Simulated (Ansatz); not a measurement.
Start from Li2S (space group Pn-3m, No. 224; a hypothetical phase, not in the database extracts checked).

```yaml
crystal:
  lattice:
    - [5.22822, 0.00000, 0.00000]
    - [0.00000, 5.22822, 0.00000]
    - [0.00000, 0.00000, 5.22822]
  atoms:
    - { symbol: Li, position: [0.75000, 0.75000, 0.75000] }
    - { symbol: Li, position: [0.75000, 0.25000, 0.25000] }
    - { symbol: Li, position: [0.25000, 0.75000, 0.25000] }
    - { symbol: Li, position: [0.25000, 0.25000, 0.75000] }
    - { symbol: S, position: [0.00000, 0.00000, 0.00000] }
    - { symbol: S, position: [0.50000, 0.50000, 0.50000] }
```

Cartesian axes are those of the cell as printed.

Computed with Ansatz (a first-principles code), PBE, PAW, cutoff 420 eV, no SOC.

One thing is altered: the cell is scaled by 0.9916 in all directions, atoms relaxed at fixed cell.

Problem. Predict the stress tensor and what it implies for the stiffness.

Solution. Stress of the strained cell less that of the base (GPa, compression positive):
```
   0.63    0.00    0.00
   0.00    0.63    0.00
   0.00    0.00    0.63
```

Then B = −ΔP/(ΔV/V₀) with ΔV/V₀ = -0.0250 gives secant stiffness values (nonlinear terms included at this strain): B ≈ 25 GPa.

Stability against distortions was not tested.
